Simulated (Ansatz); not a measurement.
The starting structures come from a database of crystals and need not be the phases stable at ambient conditions.

Inside the gap of an insulator the Bloch states are evanescent, with a wavenumber k + iκ along the transport direction.

Input:

```
NaGeO5Sb
1.0
    7.23887     0.00000     0.00000
    0.00000     8.89075     0.00000
    1.40237     4.44538     3.05537
Na Ge Sb O
2 2 2 10
Direct
  0.25000   0.66688   0.00000
  0.75000   0.33312   0.00000
  0.75000   0.68593   0.00000
  0.25000   0.31407   0.00000
  0.50000   0.00000   0.00000
  0.00000   0.00000   0.00000
  0.25000   0.92086   0.00000
  0.75000   0.07914   0.00000
  0.61553   0.90799   0.77918
  0.38447   0.09201   0.22082
  0.88447   0.68717   0.22082
  0.11553   0.31283   0.77918
  0.42230   0.62901   0.61652
  0.57770   0.37099   0.38348
  0.07770   0.24553   0.38348
  0.92230   0.75447   0.61652
```

Space group of this cell: C2/c. The cell is taken as given; by PBEsol its mean pressure is 2.6 GPa.

Transport runs along the normal of the first two printed cell vectors.

The gap is the functional's own, uncorrected, and κ follows it; spin-orbit coupling is left out. Mid-gap values are interpolated between the computed energies.

### Question
Compute, with PBEsol (Ansatz, an electronic-structure program), the band gap and the smallest decay constant κ at mid-gap.

### Answer
Gap 2.36 eV on a 6×10×10 mesh; κ = 0.276 1/Å, at the zone centre.
